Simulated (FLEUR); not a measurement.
Input and output of a self-consistent single point for LaS2 (P4/nmm, 6 atoms in the cell) (FLEUR).

Level of theory: PBEsol, all-electron FLAPW (FLEUR), scalar-relativistic valence.

The change in words: lattice scaled by 0.98. Reference geometry:
```
CELL_PARAMETERS angstrom
      4.04634     0.00000     0.00000
      0.00000     4.04634     0.00000
      0.00000     0.00000     8.31768
ATOMIC_POSITIONS crystal
  La 0.00000 0.50000 0.72423
  La 0.50000 0.00000 0.27577
  S  0.00000 0.50000 0.36397
  S  0.50000 0.00000 0.63603
  S  0.00000 0.00000 0.00000
  S  0.50000 0.50000 0.00000
```

Reference input (self-consistent single point, DFT, PBEsol, all-electron FLAPW (FLEUR), scalar-relativistic valence): Kmax = 4 1/bohr; GmaxXC = 12 1/bohr; xcFunctional = PBEs; jspins = 1; l_soc = F; mode = hist; fermiSmearingEnergy = 0.00367493 Htr; mesh (inpgen div1-3) = 7 7 4; inpgen gamma flag = true; Gmax = 12 1/bohr; numbands = 0; maxIterBroyd = 40. This run's input differs from it in these lines:

```diff
@@ -5,4 +5,4 @@
 0.0000000000 1.0000000000 0.0000000000
-0.0000000000 0.0000000000 2.0556058067
-7.6464744071
+0.0000000000 0.0000000000 2.0556058095
+7.4935445410
 1.0 1.0 1.0
@@ -48,5 +48,5 @@
          <bravaisMatrix>
-            <row-1>    7.6464744071000004     0.0000000000000000     0.0000000000000000</row-1>
-            <row-2>    0.0000000000000000     7.6464744071000004     0.0000000000000000</row-2>
-            <row-3>    0.0000000000000000     0.0000000000000000    15.7181371920177000</row-3>
+            <row-1>    7.4935445410000003     0.0000000000000000     0.0000000000000000</row-1>
+            <row-2>    0.0000000000000000     7.4935445410000003     0.0000000000000000</row-2>
+            <row-3>    0.0000000000000000     0.0000000000000000    15.4037736922266095</row-3>
          </bravaisMatrix>
```

Output (repeated stretches shortened):

```
 Iteration:     1   Distance:       5.69257523 me/bohr^3
 Iteration:     2   Distance:       5.22694645 me/bohr^3
 Iteration:     3   Distance:       2.73785786 me/bohr^3
 Iteration:     4   Distance:       1.55233504 me/bohr^3
 Iteration:     5   Distance:       0.91705045 me/bohr^3
   [... 9 lines left out ...]
 Iteration:    15   Distance:       0.00011619 me/bohr^3
 Iteration:    16   Distance:       0.00003505 me/bohr^3
 Iteration:    17   Distance:       0.00001172 me/bohr^3
 Iteration:    18   Distance:       0.00000246 me/bohr^3
 Reset of history
 Run finished successfully
 Stop message:
   Structural relaxation: new displacements generated

[file out, last iteration]
             iter=     19
[...]
          total density-effective poten   -3.1135020496E+04
          total charge density-energy d   -5.0187157884E+02
 Updated energy parameters for spin:           1
[...]
 fermi energy and band-weighting factors:

[...]
FERMIE:
          first approx. to ef    (T=0)  :   0.351827 htr   (energy of the highest occ. eigenvalue)
          number of occ. states  (T=0)  :        689
          first approx. to seigv (T=0)  :  -1.602764 htr
          sum of weights of occ. states :  23.066327
          sum of semicore charge        :   0.000000 e
FERHIS:  Fermi-Energy by histogram:
          bandgap                     :   0.000027 htr
   [... lines left out ...]
          charge neutrality (T=0)     :   0.132653    (zero if the highest occ. eigenvalue is "entirely" occupied)
     EF_NEWTON:  Adjust Fermi-Energy by Newton-Method.
 Direct bandgap for spin            1 :    3.1280530148572350E-002  Htr
 ---->    free energy=                    -18583.4638097853 htr
   [... lines left out ...]
 TOTAL FORCE FOR ATOM TYPE=  1  X= -1.873   Y=  1.873   Z= -4.248
                       FX_TOT= 0.000000 FY_TOT= 0.000000 FZ_TOT= 0.000476
 TOTAL FORCE FOR ATOM TYPE=  2  X= -1.873   Y=  1.873   Z=  5.607
                       FX_TOT= 0.000000 FY_TOT= 0.000000 FZ_TOT= 0.000363
 TOTAL FORCE FOR ATOM TYPE=  3  X= -1.873   Y= -1.873   Z=  0.000
                       FX_TOT= 0.000000 FY_TOT= 0.000000 FZ_TOT= 0.000000
```

The run converged in 18 iterations. FLEUR gives forces in its relaxation mode, with a further iteration, so its stop message speaks of a relaxation. Against the reference run the free energy drops by 5.3 meV/atom.

The starting cell comes from a database of computed structures (which also holds hypothetical and non-ambient phases and stackings), without a prior relaxation at this level. For this run, on top of that: lattice scaled by 0.98. Values depend on the basis (sphere radii, cutoffs, local orbitals), which need not be converged. The log's line on a gap gives a spacing of levels on this mesh, which the program prints for metals too.

Cost on one core of a shared machine: roughly 7 min.
